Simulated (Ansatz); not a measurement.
Results of LDA (PAW; Ansatz, an electronic-structure program) for WB (model structure, started from the rocksalt type, Fm-3m, No. 225, 2 atoms in the cell).

Input:

Ansatz 0.2 input:
```yaml
crystal:
  lattice:
    - [0.0, 2.1902947298, 2.1902947298]
    - [2.1902947298, 0.0, 2.1902947298]
    - [2.1902947298, 2.1902947298, 0.0]
  atoms:
    - { symbol: B, position: [0.0, 0.0, 0.0] }
    - { symbol: W, position: [0.5, 0.5, 0.5] }
basis:
  ecutwfc: 520
  ecutrho_ratio: 4
  xc_grid: 2
kpoints:
  mp_grid: { grid: [20, 20, 20] }
hamiltonian:
  xc: lda
  dispersion: none
  pseudopotentials: { kind: paw }
scf:
  occupations: { method: fermi_dirac, width: 0.05 }
output:
  forces: true
  stress: true
  eigenvalues: true
relax:
  f_tol: 0.004
  escape_saddle: false
  max_steps: 80
```

The run printed, among other lines:

```
WARN output.stress: scf.convergence.dr2_threshold = 1e-7 eV (the SCF's general default) is looser than the 2e-10 eV advised for a printed stress (1e-10 eV for …
Relaxation: its limit of steps is 80 (relax.max_steps)
Crystal: 2 atoms, lattice volume = 21.015 Å³
Basis set: ecut = 520 eV, 537 PW (Γ), exchange–correlation on 48×48×48 points (8 copies of the dense FFT grid, shifted against one another)
Bands: 13, of which v1, the nominal top of the filled ones, is band 9 counted from 1 (8 counted from 0)
Symmetry: 48 space group operations
Space group: Fm-3m (ITA 225), of the structure as read, at distance tolerance 2.8e-5 Å
k-points: 256 of 8000
Functional: x = slater, c = lda
SCF iter   1: F=—  HF=-10279.949130 eV  |F-HF|=—  |Δ(HF+E_count)|=         —  Δρ=7.00e-3  dr2=7.51e-3
SCF iter   2: F=—  HF=-10279.948331 eV  |F-HF|=—  |Δ(HF+E_count)|=   7.99e-4  Δρ=4.35e-3  dr2=3.39e-3
  ...
SCF iter   5: F=-10279.947544 eV  HF=-10279.947544 eV  |F-HF|=1.50e-8  |Δ(HF+E_count)|=   7.97e-7  Δρ=1.49e-5  dr2=2.62e-8
SCF iter   6: F=-10279.947544 eV  HF=-10279.947544 eV  |F-HF|=2.55e-11  |Δ(HF+E_count)|=   8.18e-9  Δρ=1.07e-6  dr2=1.13e-10
SCF 1 converged in 6 iterations: F = -10279.947544 eV  dr2 = 1.13e-10
relax step   1: F+E_penalty+E_count = -10279.94754417 eV  Δ(F+E_penalty+E_count) = +0.000e0 eV  max|allowed force component| = 1.812e-28 eV/Å  Δτ_max = 0.0000 Å  (6 SCF iters, accepted)
SCF converged after 6 iterations
Free energy (F): -10279.947544 eV
Internal energy: -10279.939377 eV  (E = F + TS)
E sigma→0 (E₀):  -10279.943460 eV
Fermi energy:    20.797887 eV
--- Forces (eV/Å), atoms counted from 1 ---
  atom   1  B      0.00000000    -0.00000000     0.00000000
  atom   2  W     -0.00000000    -0.00000000     0.00000000
--- Stress (GPa, compression-positive) ---
        7.030476       0.000000       0.000000
        0.000000       7.030476       0.000000
       -0.000000      -0.000000       7.030476
  P = ⅓ Tr σ = 7.0305 GPa (70.305 kbar)
```

The cell is one volume of an energy–volume scan, off the minimum.

The PAW data were made under PBE.

Note: the run has no spin polarisation, so it can have missed a magnetic state. Note: the relaxation could raise the start's symmetry but not lower it, so the cell can be a saddle point.

A model structure was made by putting elements into a prototype or built by hand; it is no filed structure, need not be a known phase, and can be a saddle point held by its symmetry.
